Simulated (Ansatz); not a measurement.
Given:

```
CELL_PARAMETERS angstrom
      3.10329     0.00000     0.00000
     -1.55164     2.68753     0.00000
      0.00000     0.00000     5.01456
ATOMIC_POSITIONS crystal
  Zn 0.33333 0.66667 0.00178
  Zn 0.66667 0.33333 0.50178
  O  0.33333 0.66667 0.38022
  O  0.66667 0.33333 0.88022
```

No spin polarisation.

Calculations: PBEsol (Ansatz, a program for electronic structure, PAW, no spin-orbit coupling). k-mesh 12×12×7 (Γ-centred); smearing 0.05 eV (Fermi–Dirac).

Q: Predict the band gap and width of the top valence band.

A: 
```json
{
 "band_gap": "0.86 eV",
 "width_of_the_top_valence_band": "2.12 eV"
}
```

Load acts through the strain it causes; cell and atoms are relaxed under it. Whether these cells are dynamically stable was not tested. Measured, ZnO leaves this structure (for rock salt) near 9.1 GPa (temperature not stated; as listed in Datta, Sujoy, Jana, Debnarayan, arXiv (2020)), on rising pressure, with hysteresis. The cell was made from ZnO in the wurtzite structure (space group P6_3mc, No. 186) by this change: pressure 22.5 GPa.
